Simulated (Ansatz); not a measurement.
Consider Hf in the hcp (Mg type) structure (space group P6_3/mmc, No. 194).

Space group P6₃/mmc (No. 194); a = 3.204 Å, b = 3.204 Å, c = 5.069 Å, α = 90.00°, β = 90.00°, γ = 120.00°

```
atom  site  symmetry       x       y       z
----  ----  --------  ------  ------  ------
Hf      2d      -6m2  0.6667  0.3333  0.2500
```

All numbers come from Ansatz (a first-principles code), PBE, PAW, cutoff 420 eV, without spin-orbit coupling.

Before the change:

| Item | Result |
|---|---|
| c/a ratio | 1.582 |
| Volume per atom | 22.54 Å³ |

It is then changed as follows: every Hf is replaced by La, then cell and atoms are relaxed.

Question: Estimate the effect on the c/a ratio.

Answer: The c/a ratio goes up by 0.041, from 1.582 to 1.623.

Question: Estimate the effect on the volume per atom.

Answer: The volume per atom grows by 15.09 Å³ to 37.63 Å³.

Stability against distortions was not tested. The final runs are not spin-polarised.
